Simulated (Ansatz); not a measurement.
# RuAl (model structure, started from the B19 type, Pm-3m, No. 221, 4 atoms in the cell)

The numbers are results of PBEsol in Ansatz (PAW), not measurements.

Run with plane-wave cutoff 500 eV, 14×20×14 k mesh (along the axes of the cell as run), Fermi–Dirac smearing 0.1 eV, no spin polarisation, scalar-relativistic PAW data made under PBE.

Cell (relaxed at this level):

```
AlRu
1.0
    4.20959     0.00000     0.00000
    0.00000     2.97744     0.00000
    0.00000     0.00000     4.20968
Al Ru
2 2
Cartesian
  3.15719   1.48872   1.05242
  1.05240   1.48872   3.15726
  3.15719   0.00000   3.15726
  1.05240   0.00000   1.05242
```

```
Property  Result
--------  ------
band gap    none
```

Spin–orbit coupling is not included.

Static lattice: no zero-point or thermal effects.

The result took very roughly 9 core-minutes.

A model structure was made by putting elements into a prototype or built by hand; here it ended with the formula and space group of a phase in our tables.

Ansatz is a first-principles code.
